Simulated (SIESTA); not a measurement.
A self-consistent single point of LuTlSe2 (R-3m, 4 atoms in the cell) with SIESTA.

Method: GGA PBEsol, numerical atomic orbitals TZP, PseudoDojo PBEsol standard norm-conserving potentials (rewritten from UPF to PSML) in SIESTA.

The change in words: lattice scaled by 0.98. Reference geometry:
```
CELL_PARAMETERS angstrom
      2.03954     1.17753     7.73832
     -2.03954     1.17753     7.73832
      0.00000    -2.35506     7.73832
ATOMIC_POSITIONS crystal
  Lu 0.00000 0.00000 0.00000
  Tl 0.50000 0.50000 0.50000
  Se 0.73314 0.73314 0.73314
  Se 0.26686 0.26686 0.26686
```

Reference input (self-consistent single point, DFT, GGA PBEsol, numerical atomic orbitals TZP, PseudoDojo PBEsol standard norm-conserving potentials (rewritten from UPF to PSML)): XC.functional = GGA; XC.authors = PBEsol; potentials = PseudoDojo PBEsol standard; PAO.BasisSize = TZP; PAO.EnergyShift = 0.01 Ry; MeshCutoff = 400 Ry; kgrid.MonkhorstPack = 6 6 6; OccupationFunction = FD; ElectronicTemperature = 20 meV; MaxSCFIterations = 150; SCF.Mixer.Method = Pulay; SCF.Mixer.Weight = 0.25. This run's input differs from it in these lines:

```diff
@@ -13,5 +13,5 @@
 %block LatticeVectors
-     3.854181469    2.225212983   14.623311134
-    -3.854181469    2.225212983   14.623311134
-     0.000000000   -4.450425966   14.623311134
+     3.777097651    2.180708043   14.330845780
+    -3.777097651    2.180708043   14.330845780
+     0.000000000   -4.361417976   14.330845780
 %endblock LatticeVectors
```

The program printed (abridged):

```
        iscf     Eharris(eV)        E_KS(eV)     FreeEng(eV)     dDmax    Ef(eV) dHmax(eV)
   scf:    1   -14947.189668   -14947.079948   -14947.079948  1.584332 -2.933517  9.555703
   scf:    2   -14949.967575   -14948.758038   -14948.758038  0.179917 -2.974836  3.347494
   scf:    3   -14949.289128   -14949.077839   -14949.077839  0.086414 -3.065710  0.843160
   scf:    4   -14949.117192   -14949.100333   -14949.100333  0.029293 -3.114338  0.469231
   scf:    5   -14949.108328   -14949.105327   -14949.105327  0.022480 -3.086947  0.040536
   [... 2 lines left out ...]
   scf:    8   -14949.105462   -14949.105440   -14949.105440  0.002235 -3.088146  0.007737
   scf:    9   -14949.105441   -14949.105441   -14949.105441  0.000359 -3.085111  0.001327
   scf:   10   -14949.105441   -14949.105441   -14949.105441  0.000103 -3.085571  0.000273
   scf:   11   -14949.105441   -14949.105441   -14949.105441  0.000008 -3.085504  0.000112
SCF Convergence by DM+H criterion
max |DM_out - DM_in|         :     0.0000079176
max |H_out - H_in|      (eV) :     0.0001124751
SCF cycle converged after 11 iterations

Using DM_out to compute the final energy and forces

siesta: E_KS(eV) =           -14949.1054

siesta: E_KS - E_eggbox =    -14949.1054

siesta: Atomic forces (eV/Ang):
     1    0.000000   -0.000000   -0.000000
     2    0.000000   -0.000000    0.000000
     3    0.000000    0.000001    0.622341
     4    0.000000   -0.000001   -0.622341
   Tot    0.000000    0.000000    0.000000
   Max    0.622341
   Res    0.254070    sqrt( Sum f_i^2 / 3N )
   Max    0.622341    constrained

Stress tensor Voigt[x,y,z,yz,xz,xy] (kbar):      -14.68      -14.68      -19.14       -0.00       -0.00        0.00
(Free)E + p*V (eV/cell)   -14948.0465
   [... lines left out ...]
siesta: FreeEng =    -14949.105441
   [... lines left out ...]
siesta:    -0.009163    0.000000   -0.000000
siesta:     0.000000   -0.009163   -0.000000
siesta:    -0.000000   -0.000000   -0.011943

siesta: Cell volume =        104.949974 Ang**3

siesta: Pressure (static):
siesta:                Solid            Molecule  Units
siesta:           0.00010989         -0.00011848  Ry/Bohr**3
siesta:           0.01008964         -0.01087851  eV/Ang**3
siesta:          16.16538200        -17.42930008  kBar
```

The run converged in 11 iterations. Against the reference run the free energy falls by 3.1 meV/atom, the pressure goes from -2.00 to 1.62 GPa, the largest force goes from 0.284 to 0.622 eV/Å and the gap on the mesh goes from 1.044 to 0.903 eV.

The starting cell comes from a database of computed structures (which also holds hypothetical and non-ambient phases and stackings), without a prior relaxation at this level. For this run, on top of that: lattice scaled by 0.98. Spin-orbit coupling is off. Values carry the incompleteness of an atom-centred basis.

Cost on one core of a shared machine: roughly 6 min.
